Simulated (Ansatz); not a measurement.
Si vacancy + N on the C site + N on the C site in 4H silicon carbide (the name describes the start): one set of geometries, relaxed with PBE, evaluated in Ansatz (PAW, plane waves to 420 eV, 500 eV under r2SCAN) with PBE, r2SCAN.

Details: 96-site cell; 2×2×2 shifted k-points; start: the Si(k) site; C(h) 1.89 Å away; C(h) 1.89 Å away; charged states image-corrected; finite-size errors of tenths of an eV; relaxed from one start, so a lower configuration may exist; flagged in the runs: a host whose relaxation on this sampling wasn't shown to rest.

```tsv
quantity	PBE	r2SCAN
host gap (eV)	2.23	2.59
ε(0/−1) above the VBM (eV)	0.86	1.19
neutral formation energy against graphite, N2 molecule in a box, silicon (eV)	1.73	1.41
largest moment on one atom at charge 0 (μB)	0.38	0.42
largest moment on one atom at charge −1 (μB)	0.25	0.30
```

PBE narrows the gap by 0.36 eV against r2SCAN, the highest level run, and puts the level shown 0.33 eV lower above the valence-band maximum (from the rounded values).

Ansatz is an electronic-structure program.
